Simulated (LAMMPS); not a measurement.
MD of HgTe (zinc blende) at zero pressure, 4096 atoms, as a crystal; each row is its own run.

Model: classical MD, pair style sw, file CdTeZnSeHgS0.sw, run in LAMMPS.

```csv
T (K),volume (Å³/atom)
200,33.825
300,33.873
570,33.977
710,34.028
860,34.087
1000,34.159
```

### Question
Fit a straight line, y = a + b x, to these rows (x is the first column, y the second) and predict the run at x = 430.

### Answer
Least squares gives a = 33.746 and b = 0.0004047. At x = 430 the fit predicts 33.920 Å³/atom. The run itself gave 33.9259 ± 0.0007 Å³/atom, so the fit is 0.018 % low.

Caution (rows 430; 570; 710; 860; 1000): a run this short can hold a crystal over, or a liquid under, the potential's own melting point, which these runs don't give.
